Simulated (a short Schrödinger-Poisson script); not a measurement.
## MOS inversion layer, SiO2 on p-type Si(110)

System: MOS inversion layer, SiO2 on p-type Si(110), at 400 K.

| layer | material | thickness (nm) | Na (cm⁻³) |
|---|---|---|---|
| 1 | SiO2 | 2.1 | - |
| 2 | Si | 800 | 8.7e17 |

Constants are typed, rounded textbook-type inputs, not results; the design itself was drawn at random and stands for no fabricated device. SiO2: permittivity 3.9, conduction-band edge (eV) 3.15, gap (eV) 9, electron mass (mₑ) 0.5. Si: permittivity 11.7, conduction-band edge (eV) 0, gap (eV) 1.124, Nv at 300 K (cm⁻³) 3.1e19.

Channel valleys (confinement mass, in-plane density-of-states mass, number): Δ4 0.315, 0.324, 4; Δ2 0.19, 0.417, 2. At the gate the conduction-band edge of layer 1 lies 3.76 eV − eVg above the Fermi level of the channel; the field vanishes at the back. Gaps are held at their typed values at every temperature. Mesh 0.03 nm at interfaces.

From a short Schrödinger-Poisson script (our own, NumPy): 1D Poisson equation in equilibrium, electrons quantum, Hartree (BenDaniel-Duke, 12 states a valley, the channel's in-plane mass for all, wave functions ending at the dielectric), parabolic valleys, classical holes, full ionisation, no traps, pinning or gate leakage.

| Vg (V) | electrons (cm⁻²) | C (μF/cm²) | Δ4 E0 (meV) | Δ4 E1 (meV) | Δ2 E0 (meV) | Δ2 E1 (meV) |
|---|---|---|---|---|---|---|
| 0.4 | 1.96e6 | 0.306 | 566.9 | 653.4 | 588.6 | 688.7 |
| 0.6 | 1.54e8 | 0.273 | 415.1 | 512.0 | 439.3 | 551.9 |
| 0.8 | 1.37e10 | 0.288 | 259.3 | 365.0 | 285.6 | 408.9 |
| 1 | 4.34e11 | 0.825 | 139.1 | 252.7 | 167.8 | 299.5 |
| 1.2 | 1.63e12 | 1.13 | 92.0 | 212.9 | 123.5 | 261.4 |
| 1.4 | 3.08e12 | 1.23 | 68.3 | 196.0 | 102.8 | 245.7 |
| 1.6 | 4.64e12 | 1.27 | 52.5 | 186.6 | 89.8 | 237.3 |
| 1.8 | 6.24e12 | 1.31 | 40.5 | 180.7 | 80.6 | 232.1 |
| 2 | 7.89e12 | 1.33 | 30.8 | 176.6 | 73.5 | 228.6 |
| 2.2 | 9.55e12 | 1.34 | 22.4 | 173.6 | 67.8 | 226.2 |

Gate voltages with under 1e6 electrons/cm² are left out.

Subbands count from the Fermi level.
